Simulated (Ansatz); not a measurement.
NiAs-type NiSb was calculated with PBE in Ansatz (PAW).

Run with plane-wave cutoff 520 eV, 18×18×10 k mesh (along the axes of the cell as run), Fermi–Dirac smearing 0.05 eV, no spin polarisation, scalar-relativistic PAW data made under PBE.

Starting structure:

```xyz
4
Lattice="3.9300 0.0000 0.0000 -1.9650 3.4035 0.0000 0.0000 0.0000 5.1300" Properties=species:S:1:pos:R:3 pbc="T T T"
Ni     0.0000     0.0000     0.0000
Ni     0.0000     0.0000     2.5650
Sb     1.9650     1.1345     3.8475
Sb     0.0000     2.2690     1.2825
```

Task: Into what structure does the relaxation of cell and atoms lead at this level, with the symmetry of the start kept?

Result: The volume grows by 2.9 %; final space group P6_3/mmc.
```xyz
4
Lattice="3.9753 0.0000 0.0000 -1.9877 3.4427 0.0000 0.0000 0.0000 5.1579" Properties=species:S:1:pos:R:3 pbc="T T T"
Ni     0.0000     0.0000     0.0000
Ni     0.0000     0.0000     2.5790
Sb     1.9877     1.1476     3.8684
Sb     0.0000     2.2952     1.2895
```

Ansatz is a quantum-chemistry and plane-wave program.
